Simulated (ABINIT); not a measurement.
Input and output of a self-consistent single point for LuCuSe2 (P3m1, 4 atoms in the cell) (ABINIT).

Computed with PBEsol, PAW (JTH v2.0 PBE PAW, files made for PBE) (plane waves; ABINIT).

The change in words: lattice scaled by 0.98. Reference geometry:
```yaml
crystal:
  lattice:
    - [4.09225, 0.00000, 0.00000]
    - [-2.04613, 3.54400, 0.00000]
    - [0.00000, 0.00000, 6.47917]
  atoms:
    - { symbol: Lu, position: [0.00000, 0.00000, 0.79851] }
    - { symbol: Cu, position: [0.66667, 0.33333, 0.18851] }
    - { symbol: Se, position: [0.33333, 0.66667, 0.06490] }
    - { symbol: Se, position: [0.66667, 0.33333, 0.56728] }
```

Reference input (self-consistent single point, DFT, PBEsol, plane waves, PAW (JTH v2.0 PBE PAW, files made for PBE)): pseudos = [Lu.GGA_PBE-JTH.xml, Cu.GGA_PBE-JTH.xml, Se.GGA_PBE-JTH.xml]; ecut = 30 Ha; pawecutdg = 60 Ha; pawxcdev = 0; ixc = -116133; occopt = 1; ngkpt = 6 6 4; nshiftk = 1; shiftk = 0 0 0; potentials = JTH v2.0 PBE PAW; nband = 32; kptopt = 1. This run's input differs from it in these lines:

```diff
@@ -3,6 +3,6 @@
 pseudos "Lu.GGA_PBE-JTH.xml, Cu.GGA_PBE-JTH.xml, Se.GGA_PBE-JTH.xml"
-acell 4.0922535446 4.0922535446 6.4791670000 Angstrom
+acell 4.0104084575 4.0104084575 6.3495840000 Angstrom
 rprim
-         1.0000000000    0.0000000302    0.0000000000
-        -0.5000000262    0.8660253887    0.0000000000
+         1.0000000000   -0.0000000265    0.0000000000
+        -0.4999999771    0.8660254170    0.0000000000
          0.0000000000    0.0000000000    1.0000000000
```

Log, with long lists cut:

```
--- !BeginCycle
solver: {iscf: 17, nstep: 80, nline: 4, wfoptalg: 10, }
tolerances: {tolvrs: 1.00E-12, }
...

     iter   Etot(hartree)      deltaE(h)  residm     nres2
 ETOT  1  -477.60531683402    -4.776E+02 2.232E+01 1.994E+02
 ETOT  2  -497.28080128748    -1.968E+01 4.597E+00 2.335E+03
 ETOT  3  -494.66455787963     2.616E+00 8.264E-01 1.777E+02
 ETOT  4  -495.00274741337    -3.382E-01 6.790E-01 2.455E+02
 ETOT  5  -495.02975596699    -2.701E-02 1.683E-01 4.038E+01
   [... 43 lines left out ...]
 ETOT 49  -494.83190410352    -3.126E-12 9.011E-05 6.480E-12
 ETOT 50  -494.83190410353    -1.705E-12 7.553E-05 4.317E-12
 ETOT 51  -494.83190410352     4.320E-12 1.175E-04 6.236E-12
 ETOT 52  -494.83190410352    -3.865E-12 9.800E-05 3.698E-13
 At SCF step   52       nres2   =  3.70E-13 < tolvrs=  1.00E-12 =>converged.

 Cartesian components of stress tensor (hartree/bohr^3)
  sigma(1 1)=  4.52794168E-05  sigma(3 2)=  0.00000000E+00
  sigma(2 2)=  4.52794189E-05  sigma(3 1)=  0.00000000E+00
  sigma(3 3)=  3.90257281E-05  sigma(2 1)=  1.57368030E-12

 ----iterations are completed or convergence reached----

 reduced coordinates (array xred) for    4 atoms
       0.000000000000      0.000000000000      0.798510000000
       0.666666666667      0.333333333333      0.188510000000
       0.333333333333      0.666666666667      0.064900000000
       0.666666666667      0.333333333333      0.567280000000
 cartesian forces (eV/Angstrom) at end:
    1     -0.00000000000000    -0.00000000000000     0.13787296237875
   [... lines left out ...]
 Fermi (or HOMO) energy (hartree) =   0.12163   Average Vxc (hartree)=  -0.37465
   [... lines left out ...]
local_psp           : -3.64778778797790E+02
total_energy        : -4.94831904266525E+02
total_energy_eV     : -1.34650608931712E+04
...

-Cartesian components of stress tensor (GPa)         [Pressure= -1.2708E+00 GPa]
- sigma(1 1)=  1.33216621E+00  sigma(3 2)=  0.00000000E+00
- sigma(2 2)=  1.33216627E+00  sigma(3 1)=  0.00000000E+00
- sigma(3 3)=  1.14817637E+00  sigma(2 1)=  4.62992652E-08

 Calculation completed.
```

The run converged in 52 iterations. Against the reference run the free energy drops by 28.0 meV/atom, the pressure goes from -5.17 to -1.27 GPa, the largest force goes from 0.099 to 0.209 eV/Å and the gap on the mesh goes from 0.912 to 1.036 eV.

The starting cell comes from a database of computed structures (which also holds hypothetical and non-ambient phases and stackings), without a prior relaxation at this level. Its lattice was rescaled by a random factor within 2.5 % of one. For this run, on top of that: lattice scaled by 0.98. Spin-orbit coupling is off. The potentials were made for another functional than the one used.

Cost on one core of a shared machine: roughly 7 min.
